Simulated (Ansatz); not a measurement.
A self-consistent single point of TcPt (R-3m, 2 atoms in the cell) with Ansatz (a first-principles code)

Computed with r2SCAN, default PAW files made with PBE (plane waves; Ansatz).

Input as run:

Ansatz 0.2 input:
```yaml
# TcPt
crystal:
  lattice:
    - [1.351078, 0.780045, 4.316778]
    - [-1.351078, 0.780045, 4.316778]
    - [0.000000, -1.560091, 4.316778]
  atoms:
    - { symbol: Tc, position_ang: [0.000000, 0.000000, 0.000000] }
    - { symbol: Pt, position_ang: [0.000000, -0.000000, 6.475167] }
kpoints:
  mp_grid: { grid: [14, 14, 14] }
hamiltonian:
  xc: r2scan
  pseudopotentials: { kind: paw }
scf:
  occupations: { method: gaussian, width: 0.05 }
output:
  forces: true
  eigenvalues: true
  stress: true
```

Output, abridged:

```
WARN basis.ecutwfc = 500 eV, the default
WARN ansatz: RAYON_NUM_THREADS=1 ignored (pool sized by the plan → 1); use --threads N
basis.fft_grid_basis auto: the FFT boxes are laid along the combinations [[1, 0, -1], [0, 1, -1], [0, 0, 1]] of the cell's own vectors, 2.702, 2.702 and 4.590 …
Pseudopotentials: kind: paw
Pseudopotential: Tc, paw, valence charge 15
Pseudopotential: Pt, paw, valence charge 18
Crystal: 2 atoms, lattice volume = 27.297 Å³
Basis set: ecut = 500 eV, 675 PW (Γ), FFT grids on a1−a3, a2−a3, a3, exchange–correlation on 80×80×144 points (64 copies of the dense FFT grid, shifted against one another)
Bands: 21, of which v1, the nominal top of the filled ones, is band 17 counted from 1 (16 counted from 0)
Symmetry: 12 space group operations
Space group: R-3m (ITA 166), of the structure as read, at distance tolerance 3.0e-5 Å
k-points: 288 of 2744
PAW frozen core: Tc, regenerated for the run's functional
PAW frozen core: Pt, regenerated for the run's functional
Initial density: superposition of atomic densities (chi_scale 0.1, normalization cell, long waves kept (reshape's long-wave potential 0.00 eV rms))
Initial wavefunctions: pseudopotential atomic-orbital guess
Eigensolver: davidson
Functional: x = r2scan, c = r2scan; τ floored in thin density (d = 2e-4 eV/Å³)
SCF iter   1: F=—  HF=-17953.984061 eV  |F-HF|=—  |Δ(HF+E_count)|=         —  Δρ=3.29e-1  dr2=7.59e1  dr2_τ=4.91e0  ethr=3.10e-3  ⟨swp⟩=5.0  Hψ=24776  notcnv=0
all-band conjugate gradients solve this SCF's bands
preconditioner: auto → none
SCF iter   2: F=—  HF=-17946.450201 eV  |F-HF|=—  |Δ(HF+E_count)|=    7.53e0  Δρ=1.26e-1  dr2=5.52e0  dr2_τ=8.14e0  ethr=3.10e-3  ⟨swp⟩=3.0  Hψ=14891  notcnv=0  defer=121
SCF iter   3: F=—  HF=-17946.417716 eV  |F-HF|=—  |Δ(HF+E_count)|=   3.25e-2  Δρ=5.72e-2  dr2=1.32e0  dr2_τ=1.41e-1  ethr=3.10e-3  ⟨swp⟩=2.1  Hψ=12317  notcnv=0  defer=104
SCF iter   4: F=—  HF=-17946.320842 eV  |F-HF|=—  |Δ(HF+E_count)|=   9.69e-2  Δρ=1.01e-2  dr2=2.34e-2  dr2_τ=2.40e-3  ethr=3.10e-3  ⟨swp⟩=2.2  Hψ=8546  notcnv=0  defer=107
SCF iter   5: F=—  HF=-17946.324198 eV  |F-HF|=—  |Δ(HF+E_count)|=   3.36e-3  Δρ=2.22e-3  dr2=1.66e-3  dr2_τ=1.16e-4  ethr=7.10e-5  ⟨swp⟩=1.9  Hψ=8601  notcnv=0  defer=106
SCF iter   6: F=—  HF=-17946.324234 eV  |F-HF|=—  |Δ(HF+E_count)|=   3.60e-5  Δρ=5.23e-4  dr2=1.02e-4  dr2_τ=2.13e-5  ethr=5.04e-6  ⟨swp⟩=2.1  Hψ=9279  notcnv=0  defer=106
SCF iter   7: F=—  HF=-17946.324220 eV  |F-HF|=—  |Δ(HF+E_count)|=   1.38e-5  Δρ=1.43e-4  dr2=6.50e-6  dr2_τ=9.82e-7  ethr=3.08e-7  ⟨swp⟩=2.1  Hψ=7241  notcnv=0  defer=106
SCF iter   8: F=—  HF=-17946.324222 eV  |F-HF|=—  |Δ(HF+E_count)|=   1.95e-6  Δρ=5.44e-5  dr2=1.35e-6  dr2_τ=2.49e-7  ethr=1.97e-8  ⟨swp⟩=2.3  Hψ=8392  notcnv=0  defer=106
SCF iter   9: F=—  HF=-17946.324222 eV  |F-HF|=—  |Δ(HF+E_count)|=   6.49e-9  Δρ=1.93e-5  dr2=1.42e-7  dr2_τ=4.46e-9  ethr=4.08e-9  ⟨swp⟩=1.0  Hψ=5939  notcnv=0  defer=106
SCF iter  10: F=-17946.324222 eV  HF=-17946.324222 eV  |F-HF|=3.39e-8  |Δ(HF+E_count)|=   2.10e-8  Δρ=8.20e-6  dr2=3.95e-8  dr2_τ=1.18e-9  ethr=3.03e-10  ⟨swp⟩=6.2  Hψ=21831  notcnv=0
SCF 1 converged in 10 iterations: F = -17946.324222 eV  dr2 = 3.95e-8
SCF converged after 10 iterations
Free energy (F): -17946.324222 eV
Harris-Foulkes:  -17946.324222 eV  (|F-HF|=3.39e-8)
Internal energy: -17946.322279 eV  (E = F + TS)
E sigma→0 (E₀):  -17946.323250 eV
Entropy (-TS):   -0.001943 eV (-0.971 meV/atom)
Fermi energy:    25.316023 eV
--- Per-component energies (eV) ---
  E_band       = -149.945655
  E_kinetic    = 1268.035801
  E_local      = -2511.155912  (includes V_loc(G=0)·N_el)
  E_nonlocal   = 485.361064
  E_hartree    = 827.184708
  E_xc         = -487.614377
  E_vxc        = -674.150906  (∫ρ·V_xc dr)
  E_paw        = -12774.361064  (= ΣΔE_a)
  E_vpaw       = -416.676707  (= ΣTr[D̂ρ^β])
  E_aug_tail   = 0.000119  (compensation charges beyond the density's cutoff)
  E_vtau       = 44.267943  (kinetic-family band-sum trace: ∫τ·v_τ [+ j·A + Jᵃ·Aᵃ] dr)
  E_ewald      = -4753.297582
  E_core_change = -0.475036  (= ΣΔE_core)
  E_smearing   = -0.001943  (= −TS)
  E_closure    = -0.000000  (closes the sum)
  Σ components = -17946.324222   (vs F -17946.324222, Δ=0.00e0)
--- Forces (eV/Å), atoms counted from 1 ---
  atom   1  Tc    -0.00000000    -0.00000000     0.00000000
  atom   2  Pt     0.00000000     0.00000000    -0.00000000
  max |Σ_I F_I| component: 9.93e-28 eV/Å
--- Stress (GPa, compression-positive) ---
       18.479099       0.000000       0.000000
        0.000000      18.479099      -0.000001
        0.000000      -0.000001      39.081820
  P = ⅓ Tr σ = 25.3467 GPa (253.467 kbar)
  The stress holds the Pulay correction. Without it, at fixed plane waves, as pw.x and ABINIT print it: P = 25.2635 GPa
--- Band table (eV; the first three rows and the last of 288) ---
  k-point 0: bands = ["-76.1292", "-43.8898", "-29.8916", "-29.4528", "-29.4528", "-15.2899", "-14.5220", "-14.5220", "14.6567", "17.6987", "20.5273", "20.5273", "21.7636", "21.7636", "22.0677", "24.6980", "24.6980", "25.5978", "27.3194", "27.3194", "35.1969"]…
  k-point 1: bands = ["-76.1274", "-43.8811", "-29.8876", "-29.4790", "-29.4592", "-15.2834", "-14.5815", "-14.5356", "14.8768", "17.8635", "20.4016", "20.6786", "21.5567", "21.8154", "22.1667", "24.4241", "24.7952", "24.9873", "27.2228", "28.2521", "35.1178"]…
  k-point 2: bands = ["-76.1223", "-43.8564", "-29.8763", "-29.5519", "-29.4769", "-15.2653", "-14.7465", "-14.5735", "15.5048", "18.3107", "20.0925", "21.0353", "21.1124", "21.9454", "22.4012", "23.6587", "24.3827", "25.1100", "26.9574", "29.7872", "35.0124"]…
  k-point 287: bands = ["-76.1292", "-43.8926", "-29.8736", "-29.4527", "-29.4527", "-15.3419", "-14.5238", "-14.5238", "15.9357", "18.8069", "20.3529", "20.8064", "20.8064", "22.2495", "22.9511", "22.9511", "23.5776", "23.5776", "26.0861", [...]
```

The run converged in 10 iterations.

The starting cell was generated: these elements placed on a structure prototype, without a prior relaxation; it need not be a known phase or ordering of this composition. Its lattice was rescaled by a random factor within 2.5 % of one. Spin-orbit coupling is off. Spin polarisation is off. With a pressure of about 25 GPa the cell is away from its equilibrium volume at this level. Ansatz's pressure includes its estimate of the finite-basis (Pulay) stress.
